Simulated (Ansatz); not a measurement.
The reference is MgTe in the wurtzite structure (space group P6_3mc, No. 186; a = 4.6085 Å, c = 7.5007 Å). Axes: x lies along a and z along c of the hexagonal cell.

The values are results of PBE (Ansatz, a program for electronic structure, PAW, without spin-orbit coupling), not measurements.

Now apply this change: biaxial strain +2.15 %, plane normal [001], relaxed out of plane (Cartesian); in-plane vectors clamped, the third vector and the atoms free.

### Question
Predict the new ratio −ε⊥/ε∥.

### Answer
The ratio −ε⊥/ε∥ is 0.84.

Whether these cells are dynamically stable was not tested.
